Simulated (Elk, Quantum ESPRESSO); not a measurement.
**Equation of state of fluorite-structure CdF2 (space group 225): energy against volume (Elk, PBE)**

```
CdF2
1.0
    0.00000     2.64708     2.64708
    2.64708     0.00000     2.64708
    2.64708     2.64708     0.00000
Cd F
1 2
Direct
  0.00000   0.00000   0.00000
  0.25000   0.25000   0.25000
  0.75000   0.75000   0.75000
```

Computed with Elk with PBE, all-electron FP-LAPW, Elk's shipped species files, APW+lo basis with extra local orbitals. Settings: xctype = 20; rgkmax = 8.55; swidth = 0.000367493 Ha; ngridk = 10 10 10; tforce = true; gmaxvr = 18 1/bohr; lmaxapw = 10; lmaxo = 8; nxlo = 2; lorbcnd = true; lradstp = 2; nrmtscf = 2; rmtscf = 0.88; lmaxi = 4; maxscl = 100; sphere radii = {Cd: 2.288, F: 1.76} bohr. The cell above is the first row's. The rows scale it uniformly. In all rows fractional positions and the k mesh are held. E is the free energy at the stated smearing, counted from the lowest row.

| V (Å^3/atom) | E (meV/atom) |
|---|---|
| 12.365 | ? |
| 12.634 | 32.79 |
| 12.903 | 18.32 |
| 13.172 | 8.32 |
| 13.441 | 2.38 |
| 13.710 | 0.00 |
| 13.978 | 0.83 |
| 14.247 | 4.56 |
| 14.516 | 10.69 |

Fit E against V with the third-order Birch-Murnaghan form, a cubic in V^(-2/3), and predict the withheld value at V = 12.365.

With u = V^(-2/3) - 0.176, the rows have u = 0.008348, 0.005777, 0.003294, 0.000894, -0.001428, -0.003666, -0.005843, -0.007951. Least squares gives E = 1.079 + 1179.01·u + 307135·u² + 816485·u³. Residuals (row less fit): -0.010, 0.022, -0.004, 0.001, -0.019, -0.014, 0.047, -0.021; standard error 0.031 (degrees of freedom: 4). Its minimum lies at u = -0.001934, so V0 = (0.174066)^(-3/2) = 13.77. There d²E/du² = 604800 and d³E/du³ = 4899000, so B0 = (4/9) × 13.77^(-7/3) × 604800 × 0.160218 = 94.8 GPa (the last factor turns the table's units into GPa), and B0' = 4 + (2/3) × 0.174066 × (4899000)/604800 = 4.9. At the withheld row, u = 0.011012, so E = 1.079 + 1179.01 × 0.011012 + 307135 × 0.011012² + 816485 × 0.011012³ = 52.397 meV/atom. The calculation gives 52.43 meV/atom, 0.033 meV/atom above the prediction (0.1 % of the range of E in the table). The row lies outside the fitted rows, so this is an extrapolation. From the scatter of the fitted rows alone, a prediction at this place has a standard error of 0.092 meV/atom, so the miss is 0.4 times that.

Carrying the step between the two nearest rows on in a straight line would have given 47.26, off by 5.17; series whose last step already gives the withheld value aren't shown. The scan was laid around a cell of about the measured size, scaled by a guess for this functional. The runs keep the symmetry of the cell, so they don't test it for distortions. A plane-wave scan with the same functional (Quantum ESPRESSO, GBRV) gives V0 = 13.78 Å^3/atom and B0 = 93.6 GPa; a Birch-Murnaghan fit to all rows here lies -0.1 % from it in V0 and 1 % in B0; the two differ in basis, and may differ in potentials and mesh. Values depend on the basis (sphere radii, cutoffs, local orbitals), which need not be converged. Sphere radii are the same in all rows. Cutoffs and mesh are single choices, not tested for convergence of this quantity. Series with a scatter that would blur these digits, or in which a gap closes, are not shown. Nor are scans whose minimum lies at an end fitted in this form.
